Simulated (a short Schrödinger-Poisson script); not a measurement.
System: MOS inversion layer, SiO2 on p-type Si(111), at 400 K.

From the gate side: 1.7 nm SiO2; 570 nm Si, acceptors 5.6e17 cm⁻³.

The device is made up for the run: typed textbook-type constants, with dimensions and the other settings drawn at random. SiO2: permittivity 3.9, conduction-band edge (eV) 3.15, gap (eV) 9, electron mass (mₑ) 0.5. Si: permittivity 11.7, conduction-band edge (eV) 0, gap (eV) 1.124, Nv at 300 K (cm⁻³) 3.1e19.

Channel valleys (confinement mass, in-plane density-of-states mass, number): Δ6 0.258, 0.358, 6. At the gate the conduction-band edge of layer 1 lies 3.66 eV − eVg above the Fermi level of the channel; the field vanishes at the back. Gaps are held at their typed values at every temperature. Mesh 0.03 nm at interfaces.

Solved with a short Schrödinger-Poisson script written for these runs: 1D Poisson equation in equilibrium, electrons quantum, Hartree (BenDaniel-Duke, 12 states a valley, the channel's in-plane mass for all, wave functions free to enter the dielectric), parabolic valleys, classical holes, full ionisation, no traps, pinning or gate leakage.

```tsv
Vg (V)	electrons (cm⁻²)	C (μF/cm²)	Δ6 E0 (meV from the Fermi level)
0.45	1.09e9	0.232	356.1
0.5	3.64e9	0.235	314.3
0.55	1.21e10	0.256	272.9
0.6	3.85e10	0.331	232.7
0.65	1.10e11	0.501	196.3
0.7	2.60e11	0.742	166.5
0.75	4.97e11	0.961	143.9
0.8	8.02e11	1.12	127.2
0.85	1.16e12	1.23	114.3
0.9	1.54e12	1.31	104.0
0.95	1.95e12	1.37	95.6
1	2.38e12	1.41	88.5
1.05	2.82e12	1.45	82.3
1.1	3.28e12	1.48	76.8
1.15	3.74e12	1.50	72.0
1.2	4.21e12	1.52	67.6
1.25	4.68e12	1.54	63.6
1.3	5.17e12	1.56	59.9
1.35	5.65e12	1.57	56.4
1.4	6.15e12	1.59	53.2
```

Gate voltages with under 1e9 electrons/cm² are left out.

Question: At Vg = 1.4 V the lowest Δ6 subband lies at 53.2 meV from the Fermi level. How many electrons does it hold, and what share of all?

Answer: The two-dimensional density of states is g m/(πħ²) = 8.97e11 cm⁻² meV⁻¹ (both spins), kT = 34.5 meV, so n = D kT ln(1 + exp(−E/kT)) = 5.98e12 cm⁻², 0.97 of the 6.15e12 cm⁻² in all.

Question: Compare the slope of the sheet density between 1.3 and 1.4 V with the geometric capacitance of the layers between gate and channel.

Answer: q Δn/ΔV = 1.57 μF/cm²; ε0/Σ(t/ε) = 2.03 μF/cm². The ratio is 0.77: the channel acts as a further capacitance in series.
